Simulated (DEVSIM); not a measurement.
System: Si n-p junction from an implanted or diffused profile, at 250 K.

Layer 1 from the left is Si, thickness (μm) 13.0, Na (cm⁻³) 3.1e14, τn (s) 1.4e-6, τp (s) 1.4e-6.

Added donor profile: 3.3e16 cm⁻³ × exp(−(x − 0 μm)²/(2·(0.041 μm)²)). Left contact: ohmic. Right contact: ohmic. Voltage is applied to the left contact. Recombination: SRH at mid-gap. Mobility is constant in doping.

Constants are typed, rounded textbook-type inputs, not results; the design itself was drawn at random and stands for no fabricated device. Values at 300 K; Nc and Nv go as T^1.5, mobilities as T to minus their exponent, the gap by Varshni's rule with the affinity fixed.

Si: gap (eV) 1.124, affinity (eV) 4.05, permittivity 11.7, Nc (cm⁻³) 2.86e19, Nv (cm⁻³) 3.1e19, μn (cm²/Vs) 1417, μp (cm²/Vs) 470, T exponent of μn 2.3, T exponent of μp 2.2, Varshni α (eV/K) 0.000473, Varshni β (K) 636.

Model (solved in DEVSIM): 1D drift-diffusion, Boltzmann statistics, complete ionisation; no tunnelling, impact ionisation, image-force lowering or self-heating.

Q: What does the simulation give for the dark forward voltage at 100 A/cm², the dark forward voltage at 1 A/cm²?

A: dark forward voltage at 100 A/cm² 1.012 V; dark forward voltage at 1 A/cm² 0.641 V.
